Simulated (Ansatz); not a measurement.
## WS2 (R3m, No. 160, 3 atoms in the cell; start mp-9813; a measured phase of this formula has another space group)

The numbers are results of PBEsol in Ansatz (plane waves, PAW), not measurements.

Run with plane-wave cutoff 500 eV, 14×14×14 k mesh, gaussian smearing 0.02 eV, no spin polarisation, scalar-relativistic PAW data made under PBE.

Cell (relaxed at this level):

```xyz
3
Lattice="1.5735 0.9085 6.3785 -1.5735 0.9085 6.3785 0.0000 -1.8170 6.3785" Properties=species:S:1:pos:R:3 pbc="T T T"
W      0.0000     0.0000     0.0129
S      0.0000     0.0000     7.9585
S      0.0000     0.0000     4.8245
```

For WS2 (R3m, No. 160, 3 atoms in the cell; start mp-9813; a measured phase of this formula has another space group), the band gap is 1.20 eV (on the SCF k mesh).

Note: the relaxation could not lower the start's symmetry, so the cell can be a saddle point above a distorted one; the cell has widely spaced layers and the level no dispersion term, so their spacing and the moduli can rest on weak binding.

Spin–orbit coupling is not included.

Computing time: very roughly 6 core-minutes.

A start named mp-… is a Materials Project structure, which need not be a measured phase.

Ansatz is a first-principles code.
